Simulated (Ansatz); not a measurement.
## Worked example: self-consistent single point of NaF (Fm-3m, 2 atoms in the cell) in Ansatz

Method of the run: PBE (plane waves, PAW; Ansatz, a program for electronic structure).

Input:

Ansatz 0.2 input:
```yaml
# NaF
crystal:
  lattice:
    - [0.00000000, 2.29046700, 2.29046700]
    - [2.29046700, 0.00000000, 2.29046700]
    - [2.29046700, 2.29046700, 0.00000000]
  atoms:
    - { symbol: Na, position_ang: [0.00000000, 0.00000000, 0.00000000] }
    - { symbol: F, position_ang: [2.29046700, 2.29046700, 2.29046700] }
kpoints:
  mp_grid: { grid: [6, 6, 6] }
hamiltonian:
  xc: pbe
  pseudopotentials: { kind: paw }
scf:
  occupations: { method: fermi_dirac, width: 0.02 }
output:
  forces: true
  eigenvalues: true
  stress: true
```

Log, with long lists cut:

```
WARN basis.ecutwfc = 420 eV, the default
WARN ansatz: RAYON_NUM_THREADS=1 ignored (pool sized by the plan → 1); use --threads N
Pseudopotentials: kind: paw
Pseudopotential: Na, paw, valence charge 9
Pseudopotential: F, paw, valence charge 7
Crystal: 2 atoms, lattice volume = 24.033 Å³
Basis set: ecut = 420 eV, 459 PW (Γ), exchange–correlation on 48×48×48 points (8 copies of the dense FFT grid, shifted against one another)
Bands: 12, of which v1, the nominal top of the filled ones, is band 8 counted from 1 (7 counted from 0)
Symmetry: 48 space group operations
Space group: Fm-3m (ITA 225), of the structure as read, at distance tolerance 2.9e-5 Å
k-points: 16 of 216
Initial density: superposition of atomic densities (neutral atoms: chi_scale 0, normalization atom), corrected by the library's trained network
Initial wavefunctions: pseudopotential atomic-orbital guess
Eigensolver: davidson
Functional: x = pbe(κ = 0.804, μ = 0.2195149727645171), c = pbe(β = 0.06672455060314922)
SCF iter   1: F=—  HF=-2297.408084 eV  |F-HF|=—  |Δ(HF+E_count)|=         —  Δρ=7.40e-4  dr2=8.43e-5  ethr=1.77e-3  ⟨swp⟩=5.9  Hψ=1081  notcnv=0
all-band conjugate gradients solve this SCF's bands
preconditioner: auto → none
SCF iter   2: F=—  HF=-2297.407796 eV  |F-HF|=—  |Δ(HF+E_count)|=   2.89e-4  Δρ=1.07e-3  dr2=1.57e-4  ethr=5.27e-7  ⟨swp⟩=2.4  Hψ=480  notcnv=0
SCF iter   3: F=—  HF=-2297.407766 eV  |F-HF|=—  |Δ(HF+E_count)|=   2.95e-5  Δρ=3.82e-4  dr2=1.76e-5  ethr=5.27e-7  ⟨swp⟩=2.1  Hψ=241  notcnv=0
SCF iter   4: F=—  HF=-2297.407781 eV  |F-HF|=—  |Δ(HF+E_count)|=   1.44e-5  Δρ=3.90e-5  dr2=1.13e-7  ethr=1.10e-7  ⟨swp⟩=2.1  Hψ=251  notcnv=0
SCF iter   5: F=—  HF=-2297.407782 eV  |F-HF|=—  |Δ(HF+E_count)|=   1.22e-6  Δρ=4.36e-5  dr2=3.15e-7  ethr=7.08e-10  ⟨swp⟩=2.0  Hψ=304  notcnv=0
SCF iter   6: F=-2297.407782 eV  HF=-2297.407782 eV  |F-HF|=3.69e-8  |Δ(HF+E_count)|=   8.23e-8  Δρ=1.57e-5  dr2=4.13e-8  ethr=6.25e-10  ⟨swp⟩=2.0  Hψ=609  notcnv=0
SCF 1 converged in 6 iterations: F = -2297.407782 eV  dr2 = 4.13e-8
SCF converged after 6 iterations
Free energy (F): -2297.407782 eV
Harris-Foulkes:  -2297.407782 eV  (|F-HF|=3.69e-8)
Internal energy: -2297.407782 eV  (E = F + TS)
E sigma→0 (E₀):  -2297.407782 eV
Fermi energy:    4.550311 eV
--- Per-component energies (eV) ---
  E_band       = -228.751307
  E_kinetic    = 329.672084
  E_local      = -1671.432633  (includes V_loc(G=0)·N_el)
  E_nonlocal   = 188.817407
  E_hartree    = 592.130477
  E_xc         = -120.321970
  E_vxc        = -154.355536  (∫ρ·V_xc dr)
  E_paw        = -463.692187  (= ΣΔE_a)
  E_vpaw       = -105.709521  (= ΣTr[D̂ρ^β])
  E_aug_tail   = 0.002026  (compensation charges beyond the density's cutoff)
  E_ewald      = -1152.582985
  E_smearing   = -0.000000  (= −TS)
  E_closure    = 0.000000  (closes the sum)
  Σ components = -2297.407782   (vs F -2297.407782, Δ=0.00e0)
--- Forces (eV/Å), atoms counted from 1 ---
  atom   1  Na    -0.00000000     0.00000000    -0.00000000
  atom   2  F      0.00000000     0.00000000     0.00000000
  max |Σ_I F_I| component: 3.51e-29 eV/Å
--- Stress (GPa, compression-positive) ---
        4.154333       0.000000       0.000000
       -0.000000       4.154333      -0.000000
        0.000000      -0.000000       4.154333
  P = ⅓ Tr σ = 4.1543 GPa (41.543 kbar)
  The stress holds the Pulay correction. Without it, at fixed plane waves, as pw.x and ABINIT print it: P = 3.6814 GPa
--- Band table (eV; the first three rows and the last of 16) ---
  k-point 0: bands = ["-45.7020", "-17.9352", "-17.5605", "-17.5605", "-17.5605", "1.2847", "1.2847", "1.2847", "7.7908", "20.5206", "20.5206", "20.5206"]
  k-point 1: bands = ["-45.6982", "-18.1952", "-17.5638", "-17.5638", "-17.2657", "0.7791", "1.2145", "1.2145", "8.7370", "18.0259", "20.9474", "20.9474"]
  k-point 2: bands = ["-45.6904", "-18.4584", "-17.5703", "-17.5703", "-16.9313", "-0.0282", "1.0794", "1.0794", "10.7491", "15.5281", "21.6361", "21.6361"]
  k-point 15: bands = ["-45.6818", "-18.0640", "-17.6933", "-17.6442", "-17.1976", "0.1589", "0.6084", "0.7284", "14.7386", "14.7397", "16.2652", "19.4344"]
```

The run converged in 6 iterations.

The starting cell comes from a database of computed structures (which also holds hypothetical and non-ambient phases and stackings), without a prior relaxation at this level. Its lattice was rescaled by a random factor within 2.5 % of one. With a pressure of about 4 GPa the cell is away from its equilibrium volume at this level. Ansatz's pressure includes its estimate of the finite-basis (Pulay) stress.
